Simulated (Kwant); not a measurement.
Model system: wire with one Gaussian impurity in a CdTe two-dimensional gas. Effective mass 0.096 mₑ, grid spacing 15 nm, hard walls, nominal width 260 nm (17 grid rows, so walls 270 nm apart), one parabolic valley, scattering region 900 nm long along x; energies count from the band bottom; Fermi energy swept from 3.4818e-05 to 0.00073987 eV. Impurity U exp(−r²/2σ²), U = 0.0036 eV, σ = 26 nm, 0 nm off the axis.

Constants are typed, rounded textbook-type inputs, not results; the design itself was drawn at random and stands for no fabricated device.

Computed with Kwant: effective-mass tight-binding model on a square grid, one spin, coherent transport at 0 K. Conductance is in e²/h.

Density of the scattering states that come in from the left lead, at energy = 0.00021256 eV, in bins, relative to the largest site value (x marks bins outside the device):

```
|                                            |
|..      ..     ....                         |
|:::    .::.    :--:..                       |
|-=-.  .-=-:.  .-==-:.                       |
|++=:  .=++-.  :=**=:.                       |
|##*:  :+##=:  :+##=.                        |
|%%#-  :*%%+:  :*%%=.                        |
|@@#-  -#@@*-  -#@%=.                        |
|@@%-  -#@@*-  -#@%=                         |
|@@#-  -#@@*-  -#@%=.                        |
|%%#-  :*%%+:  :*%%=.                        |
|##*:  :+##=:  :+##=.                        |
|++=:  .=++-.  :=**=:.                       |
|-=-.  .-=-:.  .-==-:.                       |
|:::    .::.    :--:..                       |
|..      ..     ....                         |
|                                            |
```
Scale: ten equal steps from 0.000 (start of ' ') to 0.966 (end of '@'), in the order ' .:-=+*#%@'; x runs from -425 to 425, y from -115 (bottom) to 115 (top).

The conductance there is 0.018 e²/h with 1 open channel(s) in the leads.
